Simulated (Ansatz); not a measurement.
The parent structure is C (space group R-3, No. 148; a = 6.318 Å, c = 3.846 Å (hexagonal axes); a hypothetical phase, not in the database extracts checked).

Levels (all Ansatz, a program for electronic structure, PAW): PBEsol (420 eV, no spin-orbit coupling); r2SCAN (500 eV, spin-orbit coupling left out).

The geometry is relaxed with PBEsol.

| Item | Result |
|---|---|
| PBEsol pressure | 0.00 GPa |
| PBEsol band gap | 3.33 eV |
| PBEsol smallest direct gap | 4.71 eV |

With r2SCAN at the same geometry, the pressure goes from zero to 4.64 GPa; the band gap goes up by 0.28 eV, from 3.33 eV to 3.61 eV; the smallest direct gap rises by 0.32 eV, from 4.71 eV to 5.03 eV.

Single points use the geometry relaxed with PBEsol. Their cutoffs differ, which shifts pressures a little. Stability against distortions was not tested.
